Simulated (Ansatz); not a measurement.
Partial pair distribution functions of a relaxed model of amorphous silicon oxynitride (Si₂₇O₂₄N₂₀), broadened by 0.06 Å; density 2.58 g/cm³. Method: PBE, scalar-relativistic without spin-orbit coupling (plane waves to 420 eV, PAW; Ansatz, a quantum-chemistry and plane-wave program).

It comes from a melt-quench run on a machine-learned potential (CHGNet), relaxed afterwards by DFT. O and N atoms were pushed apart under 1.9 Å during the dynamics, to hinder bonds among them. It is a model cell: composition and starting density were chosen by hand, and all elements were melted together. No dispersion term was used. Its density started from a set value of 2.73 and ended at 2.58 g/cm³. The quench (nominally 1300 K/ps over its main leg) was far faster than any real one, so the model tends to hold more defects than a real film. A cell of this size samples the disorder only roughly. The volume was free in the relaxation, at fixed shape. Stress components on the final sampling reach 3.3 GPa.

| r (Å) | g Si-N | g Si-O | g Si-Si | g O-O |
|---|---|---|---|---|
| 1.40 | 0.00 | 0.01 | 0.00 | 0.00 |
| 1.50 | 0.22 | 0.96 | 0.00 | 0.00 |
| 1.60 | 2.78 | 8.85 | 0.00 | 0.00 |
| 1.70 | 11.64 | 8.04 | 0.00 | 0.00 |
| 1.80 | 9.58 | 1.87 | 0.00 | 0.00 |
| 1.90 | 1.54 | 0.40 | 0.00 | 0.00 |
| 2.00 | 0.09 | 0.14 | 0.00 | 0.00 |
| 2.10 | 0.00 | 0.01 | 0.00 | 0.00 |
| 2.20 | 0.00 | 0.00 | 0.00 | 0.00 |
| 2.30 | 0.00 | 0.00 | 0.18 | 0.01 |
| 2.40 | 0.00 | 0.02 | 1.03 | 0.20 |
| 2.50 | 0.00 | 0.11 | 1.06 | 1.17 |
| 2.60 | 0.00 | 0.04 | 0.70 | 3.76 |
| 2.70 | 0.05 | 0.01 | 0.56 | 4.28 |
| 2.80 | 0.18 | 0.11 | 1.03 | 3.07 |
| 2.90 | 0.33 | 0.17 | 2.62 | 1.61 |
| 3.00 | 0.38 | 0.42 | 3.37 | 1.11 |
| 3.10 | 0.65 | 0.90 | 2.43 | 0.81 |
| 3.20 | 0.83 | 0.99 | 1.93 | 0.67 |
| 3.30 | 1.15 | 0.71 | 1.15 | 0.70 |
| 3.40 | 1.02 | 0.79 | 0.55 | 0.64 |
| 3.50 | 1.32 | 1.48 | 0.45 | 0.44 |
| 3.60 | 1.25 | 1.68 | 0.33 | 0.49 |
| 3.70 | 1.17 | 1.31 | 0.51 | 0.39 |
| 3.80 | 1.24 | 1.20 | 0.46 | 0.45 |
| 3.90 | 1.42 | 1.48 | 0.50 | 0.31 |
| 4.00 | 1.35 | 1.70 | 0.88 | 0.56 |
| 4.10 | 1.67 | 1.54 | 1.23 | 0.74 |
| 4.20 | 1.82 | 1.54 | 1.06 | 0.59 |
| 4.30 | 1.79 | 1.61 | 0.87 | 0.60 |
| 4.40 | 1.62 | 1.47 | 1.15 | 0.85 |
| 4.50 | 1.26 | 0.85 | 0.98 | 1.12 |
| 4.60 | 0.82 | 0.67 | 0.98 | 0.90 |
| 4.70 | 0.64 | 0.54 | 0.71 | 1.29 |
| 4.80 | 0.59 | 0.53 | 1.14 | 1.27 |

Within 2.06 Å each Si has 2.15 N neighbours on average.
